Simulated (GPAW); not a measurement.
# A self-consistent single point of Tl₃Ga (Fm-3m, 4 atoms in the cell) with GPAW

Method of the run: PBEsol, GPAW PAW datasets PBEsol (made by gpaw-setup) (plane waves; GPAW).

Input:

```python
from ase import Atoms
from ase.units import GPa
from gpaw import GPAW, PW, FermiDirac

atoms = Atoms(['Tl', 'Tl', 'Tl', 'Ga'],
              cell=[[0.000000, 3.877390, 3.877390],
                    [3.877390, 0.000000, 3.877390],
                    [3.877390, 3.877390, 0.000000]],
              positions=[[1.938695, 1.938695, 1.938695],
                         [5.816085, 5.816085, 5.816085],
                         [3.877390, 3.877390, 3.877390],
                         [0.000000, 0.000000, 0.000000]],
              pbc=True)

calc = GPAW(mode=PW(600),
            xc='PBEsol',
            kpts=(5, 5, 5),
            occupations=FermiDirac(0.136),
            nbands=-12,
            symmetry={'symmorphic': False, 'tolerance': 0.0005},
            maxiter=120)

atoms.calc = calc

energy = atoms.get_potential_energy()
print('Energy (eV):', round(energy, 6))
forces = atoms.get_forces()
print('Forces (eV/Ang):')
print(forces.round(5))
stress = atoms.get_stress()
print('Stress (GPa, Voigt):', (stress / GPa).round(4))
```

Output (repeated stretches shortened):

```
Input parameters:
  kpts: [5 5 5]
  maxiter: 120
  mode: {ecut: 600.0,
         name: pw}
  nbands: -12
  occupations: {fixmagmom: False,
                name: fermi-dirac,
                width: 0.136}
  symmetry: {symmorphic: False,
             tolerance: 0.0005}
  xc: PBEsol

species:
  Tl:
    name: Thallium
    Z: 81.0
    valence: 13
    core: 68
    charge: 0.0
    file: Tl.PBEsol.gz

    # Using partial waves for Tl as LCAO basis

  Ga:
    name: Gallium
    Z: 31.0
    valence: 3
    core: 28
    charge: 0.0
    file: Ga.PBEsol.gz

    # Using partial waves for Ga as LCAO basis

Reference energy: -1702533.929958  # eV

Spin-paired calculation

Convergence criteria:
 Maximum [total energy] change in last 3 cyles: 0.0005 eV / valence electron
 Maximum integral of absolute [dens]ity change: 0.0001 electrons / valence electron
 Maximum integral of absolute [eigenst]ate change: 4e-08 eV^2 / valence electron
 Maximum number of scf [iter]ations: 120

Symmetries present (total): 48
Symmetries with fractional translations: 0
125 k-points: 5 x 5 x 5 Monkhorst-Pack grid
10 k-points in the irreducible part of the Brillouin zone
       k-points in crystal coordinates                weights
   0:     0.00000000    0.00000000    0.00000000          1/125
   1:     0.20000000    0.20000000    0.00000000          6/125
   2:     0.20000000    0.20000000    0.20000000          8/125
   [... 7 lines left out ...]

Wave functions: Plane wave expansion
  Cutoff energy: 600.000 eV
  Number of coefficients (min, max): 3839, 3912
  Pulay-stress correction: 0.000000 eV/Ang^3 (de/decut=0.000000)

Occupation numbers: Fermi-Dirac:
  width: 0.1360  # eV

Eigensolver

Densities:
  Coarse grid: 32*32*32 grid
  Fine grid: 64*64*64 grid
  Total Charge: 0.000000

Density mixing:
  Method: separate
  Backend: pulay
  Linear mixing parameter: 0.05
  old densities: 5
  Damping of long wavelength oscillations: 50

Hamiltonian:
  XC and Coulomb potentials evaluated on a 64*64*64 grid
  External potential:
    NoExternalPotential

XC parameters: PBEsol with 2 nearest neighbor stencil

Number of atoms: 4
Number of atomic orbitals: 31
Number of bands in calculation: 33
Number of valence electrons: 42
Bands to converge: occupied

Density initialized from atomic densities
  31 bands from LCAO basis set
  2 bands from random numbers

Atomic positions and initial magnetic moments

Positions:
   0 Tl     1.938695    1.938695    1.938695    ( 0.0000,  0.0000,  0.0000)
   1 Tl     5.816085    5.816085    5.816085    ( 0.0000,  0.0000,  0.0000)
   2 Tl     3.877390    3.877390    3.877390    ( 0.0000,  0.0000,  0.0000)
   3 Ga     0.000000    0.000000    0.000000    ( 0.0000,  0.0000,  0.0000)

Unit cell:
           periodic     x           y           z      points  spacing
  1. axis:    yes    0.000000    3.877390    3.877390    32     0.1399
  2. axis:    yes    3.877390    0.000000    3.877390    32     0.1399
  3. axis:    yes    3.877390    3.877390    0.000000    32     0.1399

  Lengths:   5.483458   5.483458   5.483458
  Angles:   60.000000  60.000000  60.000000

Effective grid spacing dv^(1/3) = 0.1527

     iter     time        total  log10-change:
                         energy   eigst   dens
iter:   1 --:--:--   -11.684291
iter:   2 --:--:--   -11.666737   -2.29  -1.57
iter:   3 --:--:--   -11.555046   -1.92  -1.60
iter:   4 --:--:--   -11.591301   -2.43  -2.01
iter:   5 --:--:--   -11.549155   -2.99  -2.19
iter:   6 --:--:--   -11.551362   -4.41  -2.64
iter:   7 --:--:--   -11.548752c  -4.34  -2.70
iter:   8 --:--:--   -11.547929c  -3.87  -3.01
iter:   9 --:--:--   -11.547925c  -5.42  -3.37
iter:  10 --:--:--   -11.547823c  -5.29  -3.30
iter:  11 --:--:--   -11.547799c  -5.58  -3.61
iter:  12 --:--:--   -11.547805c  -6.49  -3.94
iter:  13 --:--:--   -11.547806c  -6.03  -3.75
iter:  14 --:--:--   -11.547821c  -5.94  -3.84
iter:  15 --:--:--   -11.547813c  -7.52c -3.84
iter:  16 --:--:--   -11.547801c  -6.12  -3.83
iter:  17 --:--:--   -11.547801c  -7.80c -3.87
iter:  18 --:--:--   -11.547796c  -7.81c -3.90
iter:  19 --:--:--   -11.547795c  -6.87  -4.14c
iter:  20 --:--:--   -11.547794c  -8.96c -4.20c

Converged after 20 iterations.

Dipole moment: (-0.000000, -0.000000, 0.000000) |e|*Ang

Energy contributions relative to reference atoms: (reference = -1702533.929958)

Kinetic:         +6.376610
Potential:       -6.380423
External:        +0.000000
XC:             -11.633931
Entropy (-ST):   -0.192244
Local:           +0.186072
SIC:             +0.000000
--------------------------
Free energy:    -11.643916
Extrapolated:   -11.547794

Showing only first 2 kpts
 Kpt  Band  Eigenvalues  Occupancy
  0    19      6.38123    0.00561
  0    20      6.38123    0.00561
  0    21      6.38123    0.00561
  0    22      6.43389    0.00382

  1    19      4.45465    1.99950
  1    20      4.45465    1.99950
  1    21      7.34809    0.00000
  1    22      7.69029    0.00000

Fermi level: 5.58253

No gap
No difference between direct/indirect transitions
Energy (eV): -11.547794

Forces in eV/Ang:
  0 Tl   -0.00000    0.00000   -0.00000
  1 Tl    0.00000    0.00000   -0.00000
  2 Tl    0.00000    0.00000    0.00000
  3 Ga   -0.00000    0.00000   -0.00000

Stress tensor:
     0.018101     0.000000     0.000000
     0.000000     0.018101    -0.000000
     0.000000    -0.000000     0.018101
Stress (GPa, Voigt): [ 2.9001  2.9001  2.9001 -0.      0.      0.    ]
```

The run converged in 20 iterations. GPAW prints stress with tension positive.

The starting cell comes from a database of computed structures (which also holds hypothetical and non-ambient phases and stackings), without a prior relaxation at this level. Spin-orbit coupling is off.
